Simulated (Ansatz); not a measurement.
PtSb (model structure, started from the CsCl type, Pm-3m, No. 221, 2 atoms in the cell): properties by level of theory

```tsv
level (code)	equilibrium lattice constant a (Å)	bulk modulus B0 (GPa)
LDA (Ansatz)	…	156
PBEsol (Ansatz)	…	147
r²SCAN (Ansatz)	…	138
```

**Question.** Some entries are withheld; supply them.

**Answer.** 
- LDA (Ansatz, a program for electronic structure), equilibrium lattice constant a (Å): 3.350
- PBEsol (Ansatz), equilibrium lattice constant a (Å): 3.372
- r²SCAN (Ansatz), equilibrium lattice constant a (Å): 3.398

Caveats: the bulk modulus is −V dP/dV from two relaxed cells at ±2 % in volume (LDA, PBEsol, r²SCAN). Ansatz's density-functional and Hartree–Fock values are scalar-relativistic unless marked +SOC, with PAW data made under PBE.

The crystal itself was run without spin with LDA, PBEsol, r²SCAN; a magnetic state was not tried in these runs.

A model structure was made by putting elements into a prototype or built by hand; it is no filed structure, need not be a known phase, and can be a saddle point held by its symmetry.
